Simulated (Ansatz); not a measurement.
Band structure of Lu (P6/mmm, 3 atoms in the cell).

```yaml
crystal:
  lattice:
    - [5.51070, 0.00000, 0.00000]
    - [-2.75535, 4.77240, 0.00000]
    - [0.00000, 0.00000, 3.35169]
  atoms:
    - { symbol: Lu, position: [0.00000, 0.00000, 0.00000] }
    - { symbol: Lu, position: [0.33333, 0.66667, 0.50000] }
    - { symbol: Lu, position: [0.66667, 0.33333, 0.50000] }
```

Method of the run: PBE (plane waves, PAW; Ansatz, an electronic-structure program).

Settings: kpoints.mp_grid.grid = 5 5 7; hamiltonian.xc = pbe; hamiltonian.pseudopotentials = {kind: paw} (the program's default PAW files); scf.occupations.method = cold; scf.occupations.width = 0.272 eV; kpoints.band_path.npoints = 6.

The starting cell was generated: these elements placed on a structure prototype, without a prior relaxation; it need not be a known phase or ordering of this composition. Spin-orbit coupling is off.

Levels in eV from the Fermi level, bands 36 to 43:
```csv
point,36,37,38,39,40,41,42,43
Γ,-0.09,-0.09,-0.05,-0.05,-0.03,1.89,2.87,2.87
M,-2.35,0.53,0.66,0.70,0.73,1.14,1.66,2.63
K,-3.34,0.43,0.77,0.77,1.00,1.00,1.34,3.18
A,-1.06,-1.06,-0.63,-0.63,1.88,1.88,2.45,2.45
L,-0.84,-0.24,-0.16,0.06,0.52,1.63,1.85,2.10
H,-1.16,-0.49,-0.49,-0.15,1.60,1.60,2.00,2.00
```

Bands cross the Fermi level along this path, so the cell is metallic at this level.

Keys are those of Ansatz 0.2.
